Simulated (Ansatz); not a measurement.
The starting structures come from a database of crystals and need not be the phases stable at ambient conditions.

Data:

```
CELL_PARAMETERS angstrom
      3.80470     0.00000     0.00000
      0.00000     7.89354     0.00000
      0.00000     0.00000     3.80470
ATOMIC_POSITIONS crystal
  Ti 0.00000 0.00000 0.00000
  Ti 0.00000 0.50000 0.00000
  O  0.00000 0.00000 0.50000
  O  0.50000 0.50000 0.00000
  F  0.00000 0.50000 0.50000
  F  0.50000 0.00000 0.00000
  F  0.00000 0.75000 0.00000
  F  0.00000 0.25000 0.00000
```

Space group of this cell: P4_2/mmc. The cell is taken as given; by r2SCAN its mean pressure is -4.6 GPa.

Transport runs along the normal of the first two printed cell vectors, the (100) plane of the conventional cell.

The gap is the functional's own, uncorrected, and κ follows it; spin-orbit coupling is left out. Mid-gap values are interpolated between the computed energies.

Question: Compute, with Ansatz (a first-principles code) with r2SCAN, the band gap and the smallest decay constant κ at mid-gap.

Answer: Gap 2.23 eV on a 8×4×8 mesh; κ = 0.234 1/Å, at the zone centre.
